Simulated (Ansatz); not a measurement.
The reference is ZnSe in the zinc blende structure (space group F-43m, No. 216; a = 5.733 Å).

Computed with PBE (Ansatz, a quantum-chemistry and plane-wave program, PAW, no spin-orbit coupling).

For the base:

| Property | Result |
|---|---|
| Valley order | Γ 1.15 eV; L along ⟨111⟩ 2.49 eV |

Modification: a hydrostatic pressure of 2.1 GPa.

Task: Predict the new valley order.

Result: The valley order (the lowest conduction-band minima on the path, energy above the VBM, named in the base's zone) goes from Γ 1.15 eV; L along ⟨111⟩ 2.49 eV to Γ 1.29 eV; L along ⟨111⟩ 2.55 eV.

Task: How does this affect the mean gap deformation potential ΔEg/Δln V?

Result: The mean gap deformation potential ΔEg/Δln V is -4.0 eV.

Load acts through the strain it causes; cell and atoms are relaxed under it. Whether these cells are dynamically stable was not tested. Tetrahedral semiconductors of this kind turn to denser phases somewhere between about 1 and 50 GPa; those were not computed, so compressed cells here can lie past the real transition.
